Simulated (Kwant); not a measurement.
Device: wire with a side stub in a CdTe two-dimensional gas. Effective mass 0.096 mₑ, grid spacing 2 nm, hard walls, nominal width 60 nm (29 grid rows, so walls 60 nm apart), one parabolic valley, scattering region 180 nm long along x; energies count from the band bottom; Fermi energy swept from 0.00087044 to 0.010336 eV. Closed stub on one side, 73 nm wide and 43 nm deep.

Constants are typed, rounded textbook-type inputs, not results; the design itself was drawn at random and stands for no fabricated device.

Computed with Kwant: effective-mass tight-binding model on a square grid, one spin, coherent transport at 0 K. Conductance is in e²/h.

### Question
How many channels do the leads carry at E = 5.17, 6.84 meV?

### Answer
The hard-wall thresholds are n² ħ²π²/(2mW²) = n² × 1.09 meV with W = 60 nm. √(5.17/1.09) = 2.18, so 2. √(6.84/1.09) = 2.51, so 2.
